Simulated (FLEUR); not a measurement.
A self-consistent single point of FeNi3 (Pm-3m, 4 atoms in the cell) with FLEUR

Level of theory: PBE, all-electron FLAPW (FLEUR), scalar-relativistic valence in FLEUR.

The input file:

Input of the input generator:

```
FeNi3
&input film=f /
1.0000000000 0.0000000000 0.0000000000
0.0000000000 1.0000000000 0.0000000000
0.0000000000 0.0000000000 1.0000000000
6.7836538045
1.0 1.0 1.0

4
26 0.0000000000 0.0000000000 0.0000000000 : 4.00
28 0.0000000000 0.5000000000 0.5000000000 : 2.00
28 0.5000000000 0.0000000000 0.5000000000 : 2.00
28 0.5000000000 0.5000000000 0.0000000000 : 2.00

&comp jspins=2 /
&kpt div1=9 div2=9 div3=9 /
&end /
```

```xml
<?xml version="1.0" encoding="UTF-8" standalone="no"?>
<fleurInput fleurInputVersion="0.39">
   <comment>
      FeNi3                                                                                               
   </comment>
   <calculationSetup>
      <cutoffs Kmax="3.5" Gmax="10.5" GmaxXC="10.5" numbands="0"/>
      <scfLoop itmax="60" minDistance="0.00001" maxIterBroyd="25" imix="Anderson" alpha="0.05" precondParam="0.0" spinf="2.0"/>
      <coreElectrons ctail="T" frcor="F" kcrel="0" coretail_lmax="0"/>
      <xcFunctional name="pbe" relativisticCorrections="F"/>
      <magnetism jspins="2"/>
      <soc l_soc="F" theta="0.0" phi="0.0" spav="F"/>
      <expertModes spex="0" secvar="F"/>
      <geometryOptimization l_f="T" forcealpha="1.0" forcemix="BFGS" epsdisp="0.00001" epsforce="0.00001"/>
      <ldaU l_linMix="F" mixParam="0.05" spinf="1.0"/>
   </calculationSetup>
   <cell>
      <bzIntegration valenceElectrons="64.0" mode="hist" fermiSmearingEnergy="0.00367493">
         <kPointListSelection listName="default-1"/>
         <!-- k-points included here -->
         <xi:include xmlns:xi="http://www.w3.org/2001/XInclude" href="kpts.xml"> </xi:include>
      </bzIntegration>
      <!-- symmetry operations included here -->
      <xi:include xmlns:xi="http://www.w3.org/2001/XInclude" href="sym.xml"> </xi:include>
      <bulkLattice scale="1.0">
         <bravaisMatrix>
            <row-1>    6.7836538045000001     0.0000000000000000     0.0000000000000000</row-1>
            <row-2>    0.0000000000000000     6.7836538045000001     0.0000000000000000</row-2>
            <row-3>    0.0000000000000000     0.0000000000000000     6.7836538045000001</row-3>
         </bravaisMatrix>
      </bulkLattice>
   </cell>
   <atomSpecies>
      <species name="Iron (Fe) 4.000" element="Fe" atomicNumber="26">
         <mtSphere radius="2.24" gridPoints="773" logIncrement="0.016"/>
         <atomicCutoffs lmax="8" lnonsphr="6"/>
         <electronConfig flipSpins="F">
            <coreConfig>(1s1/2) (2s1/2) (2p1/2) (2p3/2)</coreConfig>
            <valenceConfig>(3s1/2) (3p1/2) (3p3/2) (4s1/2) (3d3/2) (3d5/2)</valenceConfig>
            <stateOccupation state="(3d3/2)" spinUp="2.0" spinDown="0.4"/>
            <stateOccupation state="(3d5/2)" spinUp="3.0" spinDown="0.6"/>
         </electronConfig>
         <energyParameters s="4" p="4" d="3" f="4"/>
         <lo type="SCLO" l="0" n="3" eDeriv="0"/>
         <lo type="SCLO" l="1" n="3" eDeriv="0"/>
      </species>
      <species name="Nickel (Ni2.000" element="Ni" atomicNumber="28">
         <mtSphere radius="2.24" gridPoints="773" logIncrement="0.016"/>
         <atomicCutoffs lmax="8" lnonsphr="6"/>
         <electronConfig flipSpins="F">
            <coreConfig>(1s1/2) (2s1/2) (2p1/2) (2p3/2) (3s1/2)</coreConfig>
            <valenceConfig>(3p1/2) (3p3/2) (4s1/2) (3d3/2) (3d5/2)</valenceConfig>
            <stateOccupation state="(3d3/2)" spinUp="2.0" spinDown="1.2"/>
            <stateOccupation state="(3d5/2)" spinUp="3.0" spinDown="1.8"/>
         </electronConfig>
         <energyParameters s="4" p="4" d="3" f="4"/>
         <lo type="SCLO" l="1" n="3" eDeriv="0"/>
      </species>
   </atomSpecies>
   <atomGroups>
      <atomGroup species="Iron (Fe) 4.000">
         <relPos label="                   1">.0000000000 .0000000000 .0000000000</relPos>
         <force calculate="T" relaxXYZ="TTT"/>
      </atomGroup>
      <atomGroup species="Nickel (Ni2.000">
         <relPos label="                   2">.0000000000 1.000/2.000 1.000/2.000</relPos>
         <relPos label="                   3">1.000/2.000 .0000000000 1.000/2.000</relPos>
         <relPos label="                   4">1.000/2.000 1.000/2.000 .0000000000</relPos>
         <force calculate="T" relaxXYZ="TTT"/>
      </atomGroup>
   </atomGroups>
   <output dos="F" band="F" slice="F">
      <checks vchk="F" cdinf="F"/>
      <bandDOS minEnergy="-.5*Htr" maxEnergy="0.5*Htr" sigma="0.015" storeEVData="T"/>
      <vacuumDOS vacdos="F" integ="F" star="F" nstars="0" locx1="0.0" locy1="0.0" locx2="0.0" locy2="0.0" nstm="0" tworkf="0.0"/>
      <unfoldingBand unfoldBand="F" supercellX="1" supercellY="1" supercellZ="1"/>
      <plotting iplot="0" polar="F">
         <plot TwoD="T" vec1="  1.0  0.0  0.0" vec2="  0.0  1.0  0.0" vec3="  0.0  0.0  1.0" zero="  0.0  0.0  0.0" file="plot"/>
      </plotting>
      <chargeDensitySlicing numkpt="0" minEigenval="0.0" maxEigenval="0.0" nnne="0" pallst="F"/>
      <specialOutput eonly="F"/>
      <magneticCircularDichroism mcd="F" energyLo="-10.0" energyUp="0.0"/>
   </output>
  <!-- We include the file relax.xml here to enable relaxations (see documentation) -->
  <xi:include xmlns:xi="http://www.w3.org/2001/XInclude" href="relax.xml"> <xi:fallback/> </xi:include>
</fleurInput>
```

Output (repeated stretches shortened):

```
      Welcome to FLEUR        (www.flapw.de)
      MaX-Release 8.1          (www.max-centre.eu)

 ========== k-point set info ==========
 Selected k-point list: default-1
 k-point list type: mesh
 9 x 9 x 9
 Number of k points: 35

 ------------Calculation Setup---------------------------
           1           5           7          35
 Number of basis functions:          275
 Iteration:     1   Distance:      41.28942714 me/bohr^3
 Iteration:     2   Distance:      34.69486653 me/bohr^3
 Iteration:     3   Distance:      28.89254656 me/bohr^3
 Iteration:     4   Distance:      26.52179702 me/bohr^3
 Iteration:     5   Distance:      17.04090458 me/bohr^3
 Iteration:     6   Distance:       6.38143288 me/bohr^3
   [... 13 lines left out ...]
 Iteration:    20   Distance:       0.00389165 me/bohr^3
 Iteration:    21   Distance:       0.00066211 me/bohr^3
 Iteration:    22   Distance:       0.00015170 me/bohr^3
 Iteration:    23   Distance:       0.00007650 me/bohr^3
 Iteration:    24   Distance:       0.00000609 me/bohr^3
 Run finished successfully
 Stop message:
   Structural relaxation: Done

[file out, last iteration]
             iter=     25
          p o t e n t i a l   g e n e r a t o r
[...]
          integral of pseudo charge density inside the slab=        0.000000   0.000000
     coulomb potential in the interstitial region:
          density-coulomb potential integrals
          total density-coulomb potenti    -8959.6811240635
          density-effective potential integrals for spin  1
          density-effective potential integrals for spin  2
          total density-effective poten   -9.2800935975E+03
          charge density-energy density integrals
          total charge density-energy d   -2.4669249557E+02
 Updated energy parameters for spin:           1
  Atom    1 4s branch from -2.95 to  1.96 htr. ; e_l =  0.1501
  Atom    1 4p branch from -1.69 to  2.55 htr. ; e_l =  0.2826
  Atom    1 3d branch from -9.99 to  0.34 htr. ; e_l =  0.2014
  Atom    1 4f branch from -9.99 to  3.58 htr. ; e_l =  0.5956
  Atom    1 3s branch from-29.59 to -2.95 htr. ; e_l(l -2.9614
  Atom    1 3p branch from-25.13 to -1.69 htr. ; e_l(l -1.7132
  Atom    2 4s branch from -3.49 to  1.77 htr. ; e_l =  0.1822
  Atom    2 4p branch from -2.03 to  2.39 htr. ; e_l =  0.3251
  Atom    2 3d branch from -9.99 to  0.34 htr. ; e_l =  0.2373
  Atom    2 4f branch from -9.99 to  3.75 htr. ; e_l =  0.6468
  Atom    2 3p branch from-30.44 to -2.03 htr. ; e_l(l -2.0395
 Updated energy parameters for spin:           2
  Atom    1 4s branch from -2.83 to  2.05 htr. ; e_l =  0.1700
  Atom    1 4p branch from -1.57 to  2.64 htr. ; e_l =  0.2969
  Atom    1 3d branch from -9.99 to  0.46 htr. ; e_l =  0.2952
  Atom    1 4f branch from -9.99 to  3.67 htr. ; e_l =  0.6056
  Atom    1 3s branch from-29.54 to -2.83 htr. ; e_l(l -2.8371
  Atom    1 3p branch from-25.09 to -1.57 htr. ; e_l(l -1.5918
  Atom    2 4s branch from -3.46 to  1.79 htr. ; e_l =  0.1715
  Atom    2 4p branch from -1.99 to  2.41 htr. ; e_l =  0.3115
  Atom    2 3d branch from -9.99 to  0.38 htr. ; e_l =  0.2597
  Atom    2 4f branch from -9.99 to  3.77 htr. ; e_l =  0.6313
   [... lines left out ...]
          first approx. to ef    (T=0)  :   0.317219 htr   (energy of the highest occ. eigenvalue)
FERHIS:  Fermi-Energy by histogram:
          bandgap                     :   0.000029 htr
          charge neutrality (T=0)     :   0.013717    (zero if the highest occ. eigenvalue is "entirely" occupied)
     EF_NEWTON:  Adjust Fermi-Energy by Newton-Method.
 Direct bandgap for spin            1 :    2.7430830428788189E-002  Htr
 Direct bandgap for spin            2 :    4.5045803851775923E-003  Htr
   [... lines left out ...]
          charge density-ex.-corr.energ     -246.6924955738
          el.-nucl. inter. diff. m.t.       1518.0779604880
          Madelung term for atom type:       -11.6653379078
          el.-nucl. inter. diff. m.t.       5471.9572528500
          Madelung term for atom type:       -32.3462468979
 ---->    total energy=                    -5835.2933405664 htr
 ---->    (input%tkb*entropy) TS=              0.0041194198 htr
 ---->    free energy=                     -5835.2974599862 htr
      extrapolation for T->0
 ---->    total electron energy=           -5835.2954002763 htr
SPIN-1 FORCE FOR ATOM TYPE=  1  X=  0.000   Y=  0.000   Z=  0.000      FX_SP = 0.000000 FY_SP = 0.000000 FZ_SP = 0.000000
SPIN-2 FORCE FOR ATOM TYPE=  1  X=  0.000   Y=  0.000   Z=  0.000      FX_SP = 0.000000 FY_SP = 0.000000 FZ_SP = 0.000000
SPIN-1 FORCE FOR ATOM TYPE=  2  X=  0.000   Y=  3.392   Z=  3.392      FX_SP = 0.000000 FY_SP = 0.000000 FZ_SP = 0.000000
SPIN-2 FORCE FOR ATOM TYPE=  2  X=  0.000   Y=  3.392   Z=  3.392      FX_SP = 0.000000 FY_SP = 0.000000 FZ_SP = 0.000000
 ***** TOTAL FORCES ON ATOMS *****
 TOTAL FORCE FOR ATOM TYPE=  1  X=  0.000   Y=  0.000   Z=  0.000
                       FX_TOT= 0.000000 FY_TOT= 0.000000 FZ_TOT= 0.000000
 TOTAL FORCE FOR ATOM TYPE=  2  X=  0.000   Y=  3.392   Z=  3.392
                       FX_TOT= 0.000000 FY_TOT= 0.000000 FZ_TOT= 0.000000
 Structural relaxation: Done
```

The run converged in 24 iterations. FLEUR gives forces in its relaxation mode, with a further iteration, so its stop message speaks of a relaxation.

The starting cell comes from a database of computed structures (which also holds hypothetical and non-ambient phases and stackings), without a prior relaxation at this level. Its lattice was rescaled by a random factor within 2.5 % of one. The magnetic order is the one reached from the typed start; others were not searched systematically. Values depend on the basis (sphere radii, cutoffs, local orbitals), which need not be converged. The log's line on a gap gives a spacing of levels on this mesh, which the program prints for metals too.

Cost on one core of a shared machine: roughly 3 min.
